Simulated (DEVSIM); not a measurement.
Structure: Ru/Al2O3/n-Ge capacitor, at 300 K.

| layer (left to right) | material | thickness (nm) | Nd (cm⁻³) |
|---|---|---|---|
| 1 | Al2O3 | 12.0 | - |
| 2 | Ge | 4000 | 2.2e16 |

Metal gate on the left, work function 4.7 eV. Fixed charge at the semiconductor interface -4.9e11 cm⁻² (in units of +e); interface traps 1e11 cm⁻² eV⁻¹, uniform in energy, neutral level at 0.5 of the gap above the valence band.

Constants are typed, rounded textbook-type inputs, not results; the design itself was drawn at random and stands for no fabricated device. Values at 300 K.

| parameter | Al2O3 | Ge |
|---|---|---|
| gap (eV) | 6.8 | 0.664 |
| affinity (eV) | 1.35 | 4 |
| permittivity | 9 | 16 |
| Nc (cm⁻³) | - | 1.04e19 |
| Nv (cm⁻³) | - | 6e18 |

DEVSIM, 1D Poisson equation in equilibrium, Boltzmann statistics, complete ionisation; no quantum confinement or tunnelling. Metal contacts follow the ideal Schottky-Mott rule: no Fermi-level pinning, no interface dipoles.

Tabulate band edges, carrier densities and field at 0.35 V on the gate.

Energies count from the Fermi level of the right contact; mesh points crowd at the junctions.

```json
[
 {"x (μm)": "0.000", "Ec (eV)": "3.000", "Ev (eV)": "-3.800", "n (cm⁻³)": "< 1e2", "p (cm⁻³)": "< 1e2", "field (V/cm)": "39000"},
 {"x (μm)": "0.001336", "Ec (eV)": "3.005", "Ev (eV)": "-3.795", "n (cm⁻³)": "< 1e2", "p (cm⁻³)": "< 1e2", "field (V/cm)": "39000"},
 {"x (μm)": "0.004051", "Ec (eV)": "3.016", "Ev (eV)": "-3.784", "n (cm⁻³)": "< 1e2", "p (cm⁻³)": "< 1e2", "field (V/cm)": "39000"},
 {"x (μm)": "0.008075", "Ec (eV)": "3.032", "Ev (eV)": "-3.768", "n (cm⁻³)": "< 1e2", "p (cm⁻³)": "< 1e2", "field (V/cm)": "39000"},
 {"x (μm)": "0.01126", "Ec (eV)": "3.044", "Ev (eV)": "-3.756", "n (cm⁻³)": "< 1e2", "p (cm⁻³)": "< 1e2", "field (V/cm)": "39000"},
 {"x (μm)": "0.01236", "Ec (eV)": "0.396", "Ev (eV)": "-0.268", "n (cm⁻³)": "2.3e12", "p (cm⁻³)": "1.9e14", "field (V/cm)": "-32000"},
 {"x (μm)": "0.01439", "Ec (eV)": "0.390", "Ev (eV)": "-0.274", "n (cm⁻³)": "3.0e12", "p (cm⁻³)": "1.5e14", "field (V/cm)": "-32000"},
 {"x (μm)": "0.02134", "Ec (eV)": "0.368", "Ev (eV)": "-0.296", "n (cm⁻³)": "6.8e12", "p (cm⁻³)": "6.4e13", "field (V/cm)": "-30000"},
 {"x (μm)": "0.03533", "Ec (eV)": "0.328", "Ev (eV)": "-0.336", "n (cm⁻³)": "3.2e13", "p (cm⁻³)": "1.4e13", "field (V/cm)": "-27000"},
 {"x (μm)": "0.06607", "Ec (eV)": "0.258", "Ev (eV)": "-0.406", "n (cm⁻³)": "4.8e14", "p (cm⁻³)": "9.0e11", "field (V/cm)": "-19000"},
 {"x (μm)": "0.1397", "Ec (eV)": "0.176", "Ev (eV)": "-0.488", "n (cm⁻³)": "1.1e16", "p (cm⁻³)": "3.8e10", "field (V/cm)": "-4700"},
 {"x (μm)": "0.3918", "Ec (eV)": "0.159", "Ev (eV)": "-0.505", "n (cm⁻³)": "2.2e16", "p (cm⁻³)": "2.0e10", "field (V/cm)": "≈ 0"},
 {"x (μm)": "0.8996", "Ec (eV)": "0.159", "Ev (eV)": "-0.505", "n (cm⁻³)": "2.2e16", "p (cm⁻³)": "2.0e10", "field (V/cm)": "≈ 0"},
 {"x (μm)": "2.012", "Ec (eV)": "0.159", "Ev (eV)": "-0.505", "n (cm⁻³)": "2.2e16", "p (cm⁻³)": "2.0e10", "field (V/cm)": "≈ 0"},
 {"x (μm)": "3.359", "Ec (eV)": "0.159", "Ev (eV)": "-0.505", "n (cm⁻³)": "2.2e16", "p (cm⁻³)": "2.0e10", "field (V/cm)": "≈ 0"},
 {"x (μm)": "3.723", "Ec (eV)": "0.159", "Ev (eV)": "-0.505", "n (cm⁻³)": "2.2e16", "p (cm⁻³)": "2.0e10", "field (V/cm)": "≈ 0"},
 {"x (μm)": "3.889", "Ec (eV)": "0.159", "Ev (eV)": "-0.505", "n (cm⁻³)": "2.2e16", "p (cm⁻³)": "2.0e10", "field (V/cm)": "≈ 0"},
 {"x (μm)": "3.958", "Ec (eV)": "0.159", "Ev (eV)": "-0.505", "n (cm⁻³)": "2.2e16", "p (cm⁻³)": "2.0e10", "field (V/cm)": "≈ 0"},
 {"x (μm)": "3.995", "Ec (eV)": "0.159", "Ev (eV)": "-0.505", "n (cm⁻³)": "2.2e16", "p (cm⁻³)": "2.0e10", "field (V/cm)": "≈ 0"},
 {"x (μm)": "4.005", "Ec (eV)": "0.159", "Ev (eV)": "-0.505", "n (cm⁻³)": "2.2e16", "p (cm⁻³)": "2.0e10", "field (V/cm)": "≈ 0"},
 {"x (μm)": "4.010", "Ec (eV)": "0.159", "Ev (eV)": "-0.505", "n (cm⁻³)": "2.2e16", "p (cm⁻³)": "2.0e10", "field (V/cm)": "≈ 0"},
 {"x (μm)": "4.012", "Ec (eV)": "0.159", "Ev (eV)": "-0.505", "n (cm⁻³)": "2.2e16", "p (cm⁻³)": "2.0e10", "field (V/cm)": "≈ 0"}
]
```
